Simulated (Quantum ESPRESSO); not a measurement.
Troubleshooting Quantum ESPRESSO: a failed run on Cr (Im-3m, 1 atom in the cell). The aim is a zone-centre phonon calculation with DFT, PBE, plane waves, PSlibrary PAW (PBE) pseudopotentials.

The self-consistent step had converged with these keywords: prefix = Cr; ecutwfc = 55 Ry; ecutrho = 495 Ry; occupations = smearing; smearing = cold; degauss = 0.0036749 Ry; nspin = 2; potentials = {Cr: Cr.pbe-spn-kjpaw_psl.1.0.0.UPF}; K_POINTS = automatic 21 21 21 0 0 0; conv_thr = 1e-11 Ry. The next shown step is ph.x.

This input was run:

```fortran
phonons at the zone centre
&inputph
   prefix = 'pwscf',
   outdir = './tmp',
   tr2_ph = 1.0d-14,
   fildyn = 'dyn.G',
/
0.0 0.0 0.0
```

The program printed (abridged):

```
     Reading xml data from directory:

     ./tmp/pwscf.save/
     Message from routine qexsd_readschema :
     xml data file ./tmp/pwscf.save/data-file-schema.xml not found

 %%%%%%%%%%%%%%%%%%%%%%%%%%%%%%%%%%%%%%%%%%%%%%%%%%%%%%%%%%%%%%%%%%%%%%%%%%%%%%
     Error in routine read_xml_file (1):
     fatal error reading xml file
 %%%%%%%%%%%%%%%%%%%%%%%%%%%%%%%%%%%%%%%%%%%%%%%%%%%%%%%%%%%%%%%%%%%%%%%%%%%%%%

     stopping ...
```

Task: From the messages shown, name the fault and mend the input.

Result: The fault is another prefix in a later step of the chain. A later step finds the saved data by prefix and folder. To fix it, use one prefix throughout. The program stopped in the step ph.x before computing anything there.

On the sound input: the starting cell was generated: these elements placed on a structure prototype, without a prior relaxation; it need not be a known phase or ordering of this composition. Its lattice was rescaled by a random factor within 2.5 % of one. The starting moments vanished: the run ended non-magnetic, which need not be the lowest state. With a pressure of about -22 GPa the cell is away from its equilibrium volume at this level.
